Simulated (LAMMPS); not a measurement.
Simulation of Ni3Al (L1_2), 4000 atoms, at 990 K and 2 GPa, heated as the crystal.

All values are model results, not measurements: classical MD, pair style eam/alloy, file NiAlH_jea.eam.alloy (LAMMPS).

The state found comes out as crystal; no diffusion seen in 30 ps and the density is 7.1588 ± 0.0002 g/cm³. The volume per atom is 11.7755 ± 0.0004 Å³/atom and the enthalpy per atom comes out as -4.1845 ± 0.0002 eV/atom. The first peak of g(r), Al-Ni is 2.52 Å, height 6.7, the coordination number of Al by Ni is 12.0 (counted to 3.46 Å) and the coordination number of Ni by Al is 4.00 (counted to 3.46 Å). The first peak of g(r), Ni-Ni comes out as 2.52 Å, height 4.2. The coordination number of Ni by Ni comes out as 8.0 (counted to 3.10 Å) and the most common Ni-Al-Ni angle comes out as at the 3° bin centred on 58.5°, after smoothing over three bins (mean of all 97°). The most common Al-Ni-Ni angle comes out as at the 3° bin centred on 58.5°, after smoothing over three bins (mean of all 90°), the most common Ni-Ni-Ni angle comes out as at the 3° bin centred on 58.5°, after smoothing over three bins (mean of all 102°) and the mean frequency of the vibrational (phonon) density of states comes out as 6.8 THz. The cost is about 4 core-minutes (a rough figure).

Potential: file NiAlH_jea.eam.alloy of the LAMMPS distribution; its header cites Moody and Baskes, Modell Sim Mater Sci Eng, 3, 289-307 (1995).

Caution: a run this short can hold a crystal over, or a liquid under, the potential's own melting point, which these runs don't give.

States go by the mean squared displacement: a species diffuses where it passes 1.5 Å², still rises and gives D over 1e-6 cm²/s; a crystal has left its structure where atoms lie 0.35 Å off their sites on average or a cubic box changes its shape by 3 %, or the axial ratios of another lie 8 % off the starting cell's, which the potential's own relaxation can also do.

Uncertainties are statistical and leave out the potential's own error.
